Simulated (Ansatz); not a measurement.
Consider PbSe in the rock salt structure (space group Fm-3m, No. 225; a = 6.102 Å). Axes: x, y, z lie along the cube axes.

Method: Ansatz (an electronic-structure program), PBEsol, PAW, cutoff 420 eV, no SOC.

Before the change:

The pressure comes out as 0.0 GPa and the volume per atom is 28.39 Å³.

Perturbation: biaxial strain +1.67 %, plane normal [111], relaxed out of plane (Cartesian); in-plane vectors clamped, the third vector and the atoms free.

Problem. Estimate the effect on the energy relative to the base, pressure and volume per atom.

Solution. The energy grows by 3.5 meV/atom; the pressure (mean of the normal stresses, compression positive) goes from zero to -0.8 GPa; the volume per atom increases by 0.42 Å³ to 28.81 Å³.

Stability against distortions was not tested. All final runs are without spin polarisation.
